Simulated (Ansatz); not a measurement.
Input:

```yaml
crystal:
  lattice:
    - [3.83572, 0.00000, 0.00000]
    - [0.00000, 3.83572, 0.00000]
    - [0.00000, 0.00000, 3.83572]
  atoms:
    - { symbol: Sr, position: [0.00000, 0.00000, 0.00000] }
    - { symbol: Ti, position: [0.50000, 0.50000, 0.50000] }
    - { symbol: O, position: [0.50000, 0.00000, 0.50000] }
    - { symbol: O, position: [0.00000, 0.50000, 0.50000] }
    - { symbol: O, position: [0.50000, 0.50000, 0.00000] }
```

No spin polarisation.

Calculations: LDA (Ansatz, a first-principles code), scalar-relativistic without spin-orbit coupling. Γ-centred 9×9×9 mesh, Fermi–Dirac width 0.05 eV.

Q: What is the computed gap character?

A: Indirect, R → Γ.

Q: What is the computed width of the top valence band?

A: 1.10 eV.

Q: What is the computed band gap?

A: 1.88 eV.

Load acts through the strain it causes; cell and atoms are relaxed under it. Whether these cells are dynamically stable was not tested. All final runs are without spin polarisation. The cell was made from SrTiO3 in the cubic perovskite structure (space group Pm-3m, No. 221) by this change: pressure 3 GPa. Many cubic perovskites are stable only at high temperature; tilts and polar distortions were not tested.
